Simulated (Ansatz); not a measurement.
## Short convergence ladders for HfN (I4mm, 2 atoms in the cell)

```yaml
crystal:
  lattice:
    - [0.00000, 2.24870, 2.24870]
    - [2.24870, 0.00000, 2.24870]
    - [2.24870, 2.24870, 0.00000]
  atoms:
    - { symbol: Hf, position: [0.01112, 0.01112, 0.98888] }
    - { symbol: N, position: [0.50000, 0.50000, 0.50000] }
```

Base method: PBEsol, default PAW files made with PBE (plane waves; Ansatz, a program for electronic structure).

Base settings: basis.ecutwfc = 420 eV; kpoints.mp_grid.grid = 13 13 13; hamiltonian.xc = pbesol; hamiltonian.pseudopotentials = {kind: paw} (the program's default PAW files); scf.occupations.method = fermi_dirac; scf.occupations.width = 0.1 eV.

The count of work is k-points × plane waves × bands × iterations; it is no time. 

**The width of Fermi-Dirac smearing**

In this ladder: kpoints.mp_grid.grid = 21 21 21.

Narrow widths need finer meshes than wide ones, so the last steps can hold mesh noise.

Only quantities that move along the ladder and can be compared are tabulated; pressure and forces are left out, as mesh noise rules them at narrow widths.

| scf.occupations.width | free energy less the last step's (meV/atom) | energy extrapolated to zero width less the last step's (meV/atom) |
|---|---|---|
| 1 eV | -470.33 | 25.30 |
| 0.5 eV | -116.78 | -3.30 |
| 0.3 eV | -42.46 | -1.21 |
| 0.2 eV | -18.57 | -0.54 |
| 0.1 eV | -3.84 | -0.12 |
| 0.05 eV | 0.00 | 0.00 |

Widest scf.occupations.width that holds the energy extrapolated to zero width within 1 meV/atom of the last step, with all finer ones: 0.2 eV; the step before is off by 1.2 meV/atom.

Widest scf.occupations.width that holds the free energy within 5 meV/atom: not settled: the last two steps still differ by 3.8 meV/atom, over half the tolerance, so the ladder does not show it.

The extrapolation to zero width removes most of the smearing's effect on the energy.

**The width of Methfessel-Paxton smearing**

In this ladder: kpoints.mp_grid.grid = 21 21 21; scf.occupations.method = methfessel_paxton.

Narrow widths need finer meshes than wide ones, so the last steps can hold mesh noise.

Only quantities that move along the ladder and can be compared are tabulated; pressure and forces are left out, as mesh noise rules them at narrow widths.

```tsv
scf.occupations.width	free energy less the last step's (meV/atom)
1 eV	-1.67
0.5 eV	-0.55
0.3 eV	-0.24
0.2 eV	-0.11
0.1 eV	-0.03
0.05 eV	0.00
```

Widest scf.occupations.width that holds the free energy within 1 meV/atom of the last step, with all finer ones: 0.5 eV; the step before is off by 1.7 meV/atom.

**The mesh under tetrahedron occupations**

In this ladder: scf.occupations.method = tetrahedron; scf.occupations.width = default.

Only quantities that move along the ladder and can be compared are tabulated.

| kpoints.mp_grid.grid | free energy less the last step's (meV/atom) | pressure (GPa) | largest difference of a force vector from the last step's (eV/Å) | count of work / last |
|---|---|---|---|---|
| 5 5 5 | -26.65 | 0.84 | 0.020 | 0.0086 |
| 7 7 7 | 2.81 | 1.27 | 0.066 | 0.022 |
| 8 8 8 | -3.24 | 1.10 | 0.061 | 0.033 |
| 10 10 10 | -0.11 | 1.14 | 0.038 | 0.057 |
| 12 12 12 | 0.21 | 1.12 | 0.026 | 0.091 |
| 15 15 15 | -0.16 | 1.12 | 0.016 | 0.16 |
| 19 19 19 | 0.02 | 1.12 | 0.008 | 0.31 |
| 24 24 24 | 0.07 | 1.12 | 0.003 | 0.59 |
| 29 29 29 | 0.00 | 1.11 | 0.000 | 1.0 |

Coarsest kpoints.mp_grid.grid that holds the forces within 0.01 eV/Å of the last step, with all finer ones: 19 19 19, at 0.31 of the last step's count of work; the step before is off by 0.016 eV/Å.

Coarsest kpoints.mp_grid.grid that holds the free energy within 1 meV/atom of the last step, with all finer ones: 10 10 10, at 0.057 of the last step's count of work; the step before is off by 3.2 meV/atom.

Coarsest kpoints.mp_grid.grid that holds the pressure within 0.1 GPa of the last step, with all finer ones: 8 8 8, at 0.033 of the last step's count of work; the step before is off by 0.16 GPa.

On the base run: the starting cell has typed, rounded lattice constants, without a prior relaxation at this level. Its lattice was rescaled by up to half a per cent. One atom was moved a little off its site on purpose. Ansatz's pressure includes its estimate of the finite-basis (Pulay) stress.

Left out of this page: 4 runs of the series outside the window shown, repeating another row's setting, or not comparable.

Keys are those of Ansatz 0.2.
